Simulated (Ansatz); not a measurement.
## Effect of Si on a Mo site (antisite), symmetric start on MoSi2

Start from an 18-atom supercell of MoSi$_{2}$ (space group I4/mmm, No. 139; a = 3.190 Å, c = 7.821 Å) at its relaxed geometry.

The change: a neutral Si on a Mo site (antisite), symmetric start, atoms relaxed at fixed cell.

Calculations: PBEsol in Ansatz (plane waves to 420 eV, PAW, scalar-relativistic without spin-orbit coupling). k-mesh 6×6×6 (Γ-centred); smearing 0.05 eV (Fermi–Dirac).

The energy gained by relaxation is 0.08 eV and the mean distance from the defect site to its nearest host atoms increases by 0.04 Å to 2.64 Å.

In so small a cell the defect repeats every few ångströms: this is an ordered compound, not a dilute defect. The defect started on the symmetric site and kept its symmetry, so it may sit on a saddle. The final runs are not spin-polarised. The defect cell is not spin-polarised.

Ansatz is a first-principles code.
